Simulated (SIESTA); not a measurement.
## A self-consistent single point of Ca2Pb (Fm-3m, 3 atoms in the cell) with SIESTA

Level of theory: LDA PW92, numerical atomic orbitals TZP, PseudoDojo LDA standard norm-conserving potentials (rewritten from UPF to PSML) (SIESTA 5.4.2).

Input as run:

```
# files in the folder: Ca.psml Pb.psml (PseudoDojo LDA standard)
SystemName  Ca2Pb
SystemLabel siesta

NumberOfAtoms                3
NumberOfSpecies              2
%block ChemicalSpeciesLabel
  1 20 Ca
  2 82 Pb
%endblock ChemicalSpeciesLabel
LatticeConstant              5.403120 Ang
%block LatticeVectors
     0.000000000    0.707106820    0.707106820
     0.707106820    0.000000000    0.707106820
     0.707106820    0.707106820    0.000000000
%endblock LatticeVectors
AtomicCoordinatesFormat      Bohr
%block AtomicCoordinatesAndAtomicSpecies
    10.829783260   10.829783260   10.829783260  1
     3.609927753    3.609927753    3.609927753  1
     0.000000000    0.000000000    0.000000000  2
%endblock AtomicCoordinatesAndAtomicSpecies

XC.functional                LDA
XC.authors                   PW92
PAO.BasisSize                TZP
PAO.EnergyShift              0.01 Ry
MeshCutoff                   400 Ry
%block kgrid.MonkhorstPack
    6   0   0  0.0
    0   6   0  0.0
    0   0   6  0.0
%endblock kgrid.MonkhorstPack
OccupationFunction           FD
ElectronicTemperature        10 K

MaxSCFIterations             150
SCF.Mixer.Method             Broyden
SCF.Mixer.Weight             0.2
SCF.Mixer.History            6
SCF.DM.Tolerance             1.0E-05
Diag.ParallelOverK           true
WriteForces                  true
Charge.Mulliken              end
```

The program printed (abridged):

```
reinit: Reading from file input.fdf

reinit: System Name: Ca2Pb
reinit: System Label: siesta

coor:   Atomic-coordinates input format  =     Cartesian coordinates
coor:                                            (in Bohr units)

siesta: Atomic coordinates (Bohr) and species
siesta:     10.82978  10.82978  10.82978  1        1
siesta:      3.60993   3.60993   3.60993  1        2
siesta:      0.00000   0.00000   0.00000  2        3

siesta: System type = bulk

initatomlists: Number of atoms, orbitals, and projectors:      3    42    54

siesta: ******************** Simulation parameters ****************************
redata: Spin configuration                          = none
redata: Time-Reversal Symmetry                      = T
redata: Number of Atomic Species                    =        2
redata: Mesh Cutoff                                 =   400.0000 Ry
redata: Net charge of the system                    =     0.0000 |e|
redata: Min. number of SCF Iter                     =        0
redata: Max. number of SCF Iter                     =      150
redata: SCF convergence failure will abort job
redata: SCF mix quantity                            = Hamiltonian
redata: Mix DM or H after convergence               =   F
redata: Recompute H after scf cycle                 =   F
redata: Mix DM in first SCF step                    =   T
redata: No kicks to SCF
redata: DM Mixing Weight for Kicks                  =     0.5000
redata: Require Harris convergence for SCF          =   F
redata: Harris energy tolerance for SCF             =     0.000100 eV
redata: Require DM convergence for SCF              =   T
redata: DM tolerance for SCF                        =     0.000010
redata: Require EDM convergence for SCF             =   F
redata: EDM tolerance for SCF                       =     0.001000 eV
redata: Require H convergence for SCF               =   T
   [... lines left out ...]
diag: Parallel distribution                         =     1 x     1
diag: Used triangular part                          = Lower
diag: Absolute tolerance                            =  0.100E-15
diag: Orthogonalization factor                      =  0.100E-05
diag: Memory factor                                 =  1.0000

superc: Internal auxiliary supercell:     5 x     5 x     5  =     125
superc: Number of atoms, orbitals, and projectors:    375   5250   6750

                        Single-point calculation

superc: Internal auxiliary supercell:     5 x     5 x     5  =     125
superc: Number of atoms, orbitals, and projectors:    375   5250   6750

outcell: Unit cell vectors (Ang):
        0.000000    3.820583    3.820583
        3.820583    0.000000    3.820583
        3.820583    3.820583    0.000000

outcell: Cell vector modules (Ang)   :    5.403120    5.403120    5.403120
outcell: Cell angles (23,13,12) (deg):     60.0000     60.0000     60.0000
outcell: Cell volume (Ang**3)        :    111.5370
new_DM -- step:     1
Initializing Density Matrix...

Attempting to read DM from file... Failed...
DM filled with atomic data:

InitMesh: MESH = 54 x 54 x 54 = 157464
InitMesh: Mesh cutoff (required, used) =   400.000   414.087 Ry

stepf: Fermi-Dirac step function
        iscf     Eharris(eV)        E_KS(eV)     FreeEng(eV)     dDmax    Ef(eV) dHmax(eV)
   scf:    1    -4007.952194    -4013.590427    -4013.590427  1.777998 -4.113907  3.258404
   scf:    2    -4014.017629    -4013.811950    -4013.811950  0.049999 -3.987471  2.332411
   scf:    3    -4014.153196    -4014.008473    -4014.008493  0.105205 -3.917068  0.643482
   scf:    4    -4014.030520    -4014.021262    -4014.021277  0.039444 -3.924511  0.013380
   scf:    5    -4014.021266    -4014.021264    -4014.021280  0.000702 -3.924910  0.004695
   scf:    6    -4014.021272    -4014.021268    -4014.021283  0.000961 -3.925576  0.003165
   [... 4 lines left out ...]
   scf:   11    -4014.021271    -4014.021271    -4014.021286  0.000070 -3.927022  0.000251
   scf:   12    -4014.021271    -4014.021271    -4014.021286  0.000032 -3.927051  0.000190
   scf:   13    -4014.021271    -4014.021271    -4014.021286  0.000016 -3.927067  0.000146
   scf:   14    -4014.021271    -4014.021271    -4014.021286  0.000011 -3.927077  0.000109
   scf:   15    -4014.021271    -4014.021271    -4014.021286  0.000008 -3.927085  0.000082
SCF Convergence by DM+H criterion
max |DM_out - DM_in|         :     0.0000077805
max |H_out - H_in|      (eV) :     0.0000815415
SCF cycle converged after 15 iterations

Using DM_out to compute the final energy and forces

siesta: E_KS(eV) =            -4014.0213

siesta: E_KS - E_eggbox =     -4014.0213

siesta: Atomic forces (eV/Ang):
     1    0.000000    0.000000    0.000000
     2    0.000000    0.000000    0.000000
     3    0.000000    0.000000    0.000000
   Tot    0.000000    0.000000    0.000000
   Max    0.000000
   Res    0.000000    sqrt( Sum f_i^2 / 3N )
   Max    0.000000    constrained

Stress tensor Voigt[x,y,z,yz,xz,xy] (kbar):      -17.00      -17.00      -17.00       -0.00       -0.00       -0.00
(Free)E + p*V (eV/cell)    -4012.8377
Target enthalpy (eV/cell)    -4014.0213

siesta: Program's energy decomposition (eV):
siesta: Ebs     =      -776.504868
siesta: Eions   =      5322.647275
siesta: Ena     =       769.343326
siesta: Ekin    =      1631.865645
siesta: Enl     =      -204.173241
siesta: Eso     =         0.000000
siesta: Edftu   =         0.000000
siesta: DEna    =        38.940505
siesta: DUscf   =         1.212320
siesta: DUext   =         0.000000
siesta: Ex      =      -842.725813
siesta: Ec      =       -85.836738
siesta: Exc     =      -928.562551
siesta: Eharris =     -4014.021271
siesta: Etot    =     -4014.021271
siesta: FreeEng =     -4014.021286

siesta: Stress tensor (static) (eV/Ang**3):
siesta:    -0.010612   -0.000000   -0.000000
siesta:    -0.000000   -0.010612   -0.000000
siesta:    -0.000000   -0.000000   -0.010612

siesta: Cell volume =        111.536988 Ang**3

siesta: Pressure (static):
siesta:                Solid            Molecule  Units
siesta:           0.00011558          0.00011558  Ry/Bohr**3
siesta:           0.01061196          0.01061196  eV/Ang**3
siesta:          17.00224019         17.00224077  kBar

mulliken: Atomic and Orbital Populations:

Species: Ca
Atom  Qatom  Qorb
               3s      4s      4s      4s      3py     3pz     3px     4py
               4pz     4px
   1  9.292   1.948   0.243  -0.113   0.412   2.002   2.002   2.002   0.265
              0.265   0.265
   2  9.292   1.948   0.243  -0.113   0.412   2.002   2.002   2.002   0.265
              0.265   0.265

Species: Pb
Atom  Qatom  Qorb
               6s      6s      6s      6py     6pz     6px     6py     6pz
               6px     6py     6pz     6px     5dxy    5dyz    5dz2    5dxz
               5dx2-y2 6dxy    6dyz    6dz2    6dxz    6dx2-y2
   3 15.416   1.610   0.060  -0.032   1.070   1.070   1.070  -0.851  -0.851
             -0.851   0.985   0.985   0.985   2.003   2.003   2.006   2.003

              2.006   0.041   0.041   0.010   0.041   0.010

mulliken: Qtot =       34.000

Mulliken Atomic Populations:
Atom #   charge [q] valence [e]  Species
     1     0.708033    9.291967  Ca
     2     0.708033    9.291967  Ca
     3    -1.416066   15.416066  Pb
 Total    -0.000000
```

The run converged in 15 iterations.

The starting cell comes from a database of computed structures (which also holds hypothetical and non-ambient phases and stackings), without a prior relaxation at this level. Its lattice was rescaled by up to half a per cent. Values carry the incompleteness of an atom-centred basis.

Cost on one core of a shared machine: roughly 50 s.
